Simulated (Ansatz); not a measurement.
Defect calculation: Si interstitial in alpha quartz

Method: PBE, PAW (plane waves to 420 eV; Ansatz, an electronic-structure program). The supercell holds 243 host sites (3×3×3 repeats of a cell of 9 atoms), with a Γ-point k-point sampling for the final energies. Site at the start: void with 4O nearest, no. 2. Charged cells carry a point-charge image correction with potential alignment at far atoms. Dielectric constants: PBE linear response of the host. Host gap at this level: 5.68 eV. These values are not converged in cell size to better than tenths of an eV. PBE underestimates the host's gap, which shifts levels and can delocalise carriers. Spin–orbit coupling is left out. Each state is the lowest found from its start.

Formation energies E_f are given with the Fermi level at the valence-band maximum. Chemical conditions: O-rich (Δμ(Si) = -8.33 eV; only phases computed here count, gases as isolated molecules at 0 K); Si-rich (Δμ(Si) = 0.00 eV; only phases computed here count, gases as isolated molecules at 0 K). Reference phases: Si: silicon.

The name describes the start; the neighbours show where the atoms ended.

Charges with a result: +4, +3, +2. Others weren't obtained, and one of them could lie lower, also by skipping a charge.

| charge | moment (μB) | point group | largest move off a lattice site (Å) | neighbours of the last Si atom of the defect at the end (Å) | image correction with alignment (eV) | E_f, O-rich (eV) | E_f, Si-rich (eV) |
|---|---|---|---|---|---|---|---|
| +4† | not spin-polarised | – | 0.49 | O 1.67, O 1.67, O 1.68, O 1.68, Si 2.56, Si 2.60 | 4.71 | – | – |
| +3† | 1.0 | – | 0.56 | O 1.79, O 1.81, O 1.86, O 1.89, Si 2.66, Si 2.67, O 2.79 | 2.71 | – | – |
| +2 | not spin-polarised | C2 | 0.70 | O 2.07, O 2.07, O 2.07, O 2.09 | 1.25 | 7.97 | -0.36 |

† Not settled in this cell, so no level is given: charge +4: an image correction of 4.7 eV; charge +3: an image correction of 2.7 eV.

Point groups are those of the whole cell at tolerances of 0.03 and 0.1 Å ("near" where only the looser one holds); none is given for unsettled states.

No other site or start that was run ended lower by more than 0.1 eV.

Flagged in the runs: a host whose relaxation on this sampling wasn't shown to rest, a strain field that reaches the edge of the cell, zone-centre sampling.
